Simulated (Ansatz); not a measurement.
The structure below was relaxed with PBE-D3(BJ) (Ansatz, an electronic-structure program, PAW, no spin-orbit coupling), at pressure 7.5 GPa.

```
CELL_PARAMETERS angstrom
      2.49156     0.00000     0.00000
     -1.24578     2.15775     0.00000
      0.00000     0.00000     5.82319
ATOMIC_POSITIONS crystal
  B  0.66667 0.33333 0.75000
  B  0.33333 0.66667 0.25000
  N  0.33333 0.66667 0.75000
  N  0.66667 0.33333 0.25000
```

Task: Find the space group and the Wyckoff positions.

Result: Space group P6₃/mmc (No. 194); a = 2.4916 Å, b = 2.4916 Å, c = 5.8232 Å, α = 90.00°, β = 90.00°, γ = 120.00°

```tsv
atom	site	symmetry	x	y	z
B	2c	-6m2	0.3333	0.6667	0.2500
N	2d	-6m2	0.6667	0.3333	0.2500
```

Task: Describe the coordination.

Result: The crystal has 4 atoms in its conventional cell. Lattice parameters: a = b = 2.492 Å, c = 5.823 Å, α = β = 90.00°, γ = 120.00°. B sees 3 N at 1.439 Å (trigonal planar). N has 3 B at 1.439 Å (trigonal planar). (Neighbours: up to the widest gap in distance over summed covalent radii, below 1.35, at either atom.)

Load acts through the strain it causes; cell and atoms are relaxed under it. No phonon test of stability was made. Competing high-pressure phases were not computed. The cell was made from BN (space group P6_3/mmc, No. 194; layered, stacked along the Cartesian z axis) by this change: pressure 7.5 GPa.
